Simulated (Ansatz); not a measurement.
## Convergence series on Zr₂CuS₄ (Fd-3m, 14 atoms in the cell)

```xyz
14
Lattice="0.0000 5.1231 5.1231 5.1231 0.0000 5.1231 5.1231 5.1231 0.0000" Properties=species:S:1:pos:R:3 pbc="T T T"
Zr     6.4039     6.4039     6.4039
Zr     6.4039     3.8423     3.8423
Zr     3.8423     3.8423     6.4039
Zr     3.8423     6.4039     3.8423
Cu     0.0000     0.0000     0.0000
Cu     2.5615     2.5615     2.5615
S      3.8423     3.8423     3.8423
S      8.9654     6.4039     6.4039
S      6.4039     6.4039     3.8423
S      6.4039     8.9654     6.4039
S      3.8423     6.4039     6.4039
S      8.9654     8.9654     8.9654
S      6.4039     3.8423     6.4039
S      6.4039     6.4039     8.9654
```

Level of theory: LDA (PW92), default PAW files made with PBE (plane waves; Ansatz, a program for electronic structure).

The starting cell comes from a database of published, mostly measured structures (it also holds non-ambient and calculated ones), without a prior relaxation at this level. Its lattice was rescaled by a random factor within 2.5 % of one. Spin polarisation is off. Ansatz's pressure includes its estimate of the finite-basis (Pulay) stress.

Held fixed: basis.ecutwfc = 420 eV; hamiltonian.xc = lda; hamiltonian.pseudopotentials = {kind: paw} (the program's default PAW files); scf.occupations.method = gaussian; scf.occupations.width = 0.1 eV.

ΔF is the free energy per atom less that of the last row (14 14 14).

The series runs over kpoints.mp_grid.grid = 1 1 1; 2 2 2; 3 3 3; 4 4 4; 5 5 5; 6 6 6; 8 8 8; 9 9 9; 11 11 11; 14 14 14.

Q: From which setting on does the pressure stay within 0.05 GPa of the last one?

A: From kpoints.mp_grid.grid = 4 4 4 on; the one before it is off by 0.075 GPa. The value it settles on is -1.60 GPa at this level of theory and with the other settings as held.

Q: From which setting on does the energy stay within 1 meV/atom of the last one?

A: From kpoints.mp_grid.grid = 3 3 3 on; the one before it is off by 10 meV/atom.

| kpoints.mp_grid.grid | ΔF (meV/atom) | pressure (GPa) | largest force (eV/Å) | k-points | iterations |
|---|---|---|---|---|---|
| 1 1 1 | 409.9 | 0.92 | 0.172 | 1 | 13 |
| 2 2 2 | 10.3 | -1.48 | 0.253 | 3 | 8 |
| 3 3 3 | -0.49 | -1.53 | 0.167 | 4 | 9 |
| 4 4 4 | 0.02 | -1.62 | 0.172 | 8 | 8 |
| 5 5 5 | -0.22 | -1.61 | 0.148 | 10 | 8 |
| 6 6 6 | 0.39 | -1.58 | 0.163 | 16 | 8 |
| 8 8 8 | 0.12 | -1.60 | 0.156 | 29 | 8 |
| 9 9 9 | -0.04 | -1.60 | 0.155 | 35 | 8 |
| 11 11 11 | 0.00 | -1.60 | 0.155 | 56 | 8 |
| 14 14 14 | 0.00 | -1.60 | 0.156 | 104 | 8 |

Keys are those of Ansatz 0.2.
